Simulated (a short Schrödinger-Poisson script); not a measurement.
Structure: gated Al0.33Ga0.67As/GaAs modulation-doped gas, at 20 K.

```csv
layer,material,thickness (nm),Nd (cm⁻³),Na (cm⁻³)
1,Al0.33Ga0.67As,30,-,-
2,Al0.33Ga0.67As,20,2.9e18,-
3,Al0.33Ga0.67As,10,-,-
4,GaAs,6000,-,1e15
```

The device is made up for the run: typed textbook-type constants, with dimensions and the other settings drawn at random. Al0.33Ga0.67As: permittivity 11.96, conduction-band edge (eV) 0.261, gap (eV) 1.836, electron mass (mₑ) 0.0944, Nv at 300 K (cm⁻³) 9e18. GaAs: permittivity 12.9, conduction-band edge (eV) 0, gap (eV) 1.424, Nv at 300 K (cm⁻³) 9e18.

Channel valleys (confinement mass, in-plane density-of-states mass, number): Γ 0.067, 0.067, 1. At the gate the conduction-band edge of layer 1 lies 1.01 eV − eVg above the Fermi level of the channel; the field vanishes at the back. Donor level 0.006 eV below the band edge. The barrier under the gate holds no holes. Gaps are held at their typed values at every temperature. Mesh 0.08 nm at interfaces.

From a short Schrödinger-Poisson script (our own, NumPy): 1D Poisson equation in equilibrium, electrons quantum, Hartree (BenDaniel-Duke, 40 states a valley, the channel's in-plane mass for all, wave functions free to enter the barrier), parabolic valleys, classical holes, donors ionised by Fermi statistics, acceptors fully, no traps, pinning or gate leakage.

The same stack at other levels of the model or other numerical settings:

```
run                                                                  sheet density of all electrons at Vg = 0.5 V (cm⁻²)  sheet density of all electrons at Vg = -1.5 V (cm⁻²)  capacitance at Vg = 0.5 V (μF/cm²)  centroid of the channel electrons at Vg = 0.5 V (nm)  rough cost against the base
-------------------------------------------------------------------  ---------------------------------------------------  ----------------------------------------------------  ----------------------------------  ----------------------------------------------------  ---------------------------
base                                                                                                             7.60e11                                               7.57e11                               0.315                                                  5.56                      about 1
electrons treated as classical, Boltzmann                                                                        1.15e12                                            (withheld)                               0.315                                                  0.39                         0.03
electrons treated as classical, Fermi-Dirac                                                                   (withheld)                                               8.15e11                               0.315                                                  4.10                          0.1
electrons treated as quantum, Hartree plus LDA exchange-correlation                                              8.00e11                                            (withheld)                               0.315                                                  5.31                            2
mesh six times as coarse                                                                                         7.60e11                                               7.56e11                               0.315                                                  5.53                          0.3
one subband a valley                                                                                             7.60e11                                               7.57e11                               0.315                                                  5.54                          0.3
```

### Question
What belongs in the gaps?

### Answer

- electrons treated as classical, Fermi-Dirac, sheet density of all electrons at Vg = 0.5 V (cm⁻²): 8.23e11
- electrons treated as classical, Boltzmann, sheet density of all electrons at Vg = -1.5 V (cm⁻²): 1.13e12
- electrons treated as quantum, Hartree plus LDA exchange-correlation, sheet density of all electrons at Vg = -1.5 V (cm⁻²): 7.96e11

The classical rows ignore confinement, and Boltzmann statistics overrate the density once the band edge passes the Fermi level.
